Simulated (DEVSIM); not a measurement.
Structure: Schottky contact on n-type GaSb, at 450 K.

```tsv
layer (left to right)	material	thickness (μm)	Nd (cm⁻³)	τn (s)	τp (s)
1	GaSb	3.00	1.5e16	1.4e-8	1.4e-8
```

Left contact: Schottky, work function 4.46 eV, emission velocity 9.9e6 cm/s. Right contact: ohmic. Voltage is applied to the left contact. Recombination: SRH at mid-gap, radiative, Auger. Mobility is μmin + (μ − μmin)/(1 + (N/Nref)^α).

This is a model device: material constants are rounded textbook-type values typed into the input, and sizes, dopings and lifetimes were drawn at random. Values at 300 K; Nc and Nv go as T^1.5, mobilities as T to minus their exponent, the gap by Varshni's rule with the affinity fixed.

```
parameter            GaSb
----------------  -------
gap (eV)            0.726
affinity (eV)        4.06
permittivity         15.7
Nc (cm⁻³)          2.1e17
Nv (cm⁻³)          1.8e19
μn (cm²/Vs)          5000
μp (cm²/Vs)           850
μn,min               1000
μp,min                190
Nref,n             2.8e17
Nref,p               9e17
αn                   1.05
αp                   0.65
T exponent of μn        2
T exponent of μp      1.7
B (cm³/s)           1e-10
Cn (cm⁶/s)          5e-30
Cp (cm⁶/s)          5e-30
Varshni α (eV/K)  0.00042
Varshni β (K)         140
```

DEVSIM, 1D drift-diffusion, Boltzmann statistics, complete ionisation; no tunnelling, impact ionisation, image-force lowering or self-heating. Metal contacts follow the ideal Schottky-Mott rule: no Fermi-level pinning, no interface dipoles.

Q: Tabulate band edges, carrier densities and field at zero bias.

A: Energies count from the Fermi level of the right contact; mesh points crowd at the junctions.

```csv
x (μm),Ec (eV),Ev (eV),n (cm⁻³),p (cm⁻³),field (V/cm)
0.000,0.400,-0.268,1.3e13,3.3e16,-33000
0.01063,0.367,-0.301,3.0e13,1.4e16,-29000
0.02588,0.327,-0.341,8.5e13,5.0e15,-25000
0.04777,0.278,-0.390,3.0e14,1.4e15,-20000
0.09244,0.205,-0.463,1.9e15,2.2e14,-13000
0.1433,0.159,-0.509,6.4e15,6.6e13,-6100
0.2163,0.134,-0.534,1.2e16,3.4e13,-1600
0.3654,0.126,-0.542,1.5e16,2.8e13,-74
0.5351,0.126,-0.542,1.5e16,2.8e13,≈ 0
0.7786,0.126,-0.542,1.5e16,2.8e13,≈ 0
1.128,0.126,-0.542,1.5e16,2.8e13,≈ 0
1.726,0.126,-0.542,1.5e16,2.8e13,≈ 0
2.120,0.126,-0.542,1.5e16,2.8e13,≈ 0
2.394,0.126,-0.542,1.5e16,2.8e13,≈ 0
2.635,0.126,-0.542,1.5e16,2.8e13,≈ 0
2.753,0.126,-0.542,1.5e16,2.8e13,≈ 0
2.836,0.126,-0.542,1.5e16,2.8e13,≈ 0
2.893,0.126,-0.542,1.5e16,2.8e13,≈ 0
2.943,0.126,-0.542,1.5e16,2.8e13,≈ 0
2.968,0.126,-0.542,1.5e16,2.8e13,≈ 0
2.985,0.126,-0.542,1.5e16,2.8e13,≈ 0
3.000,0.126,-0.542,1.5e16,2.8e13,≈ 0
```
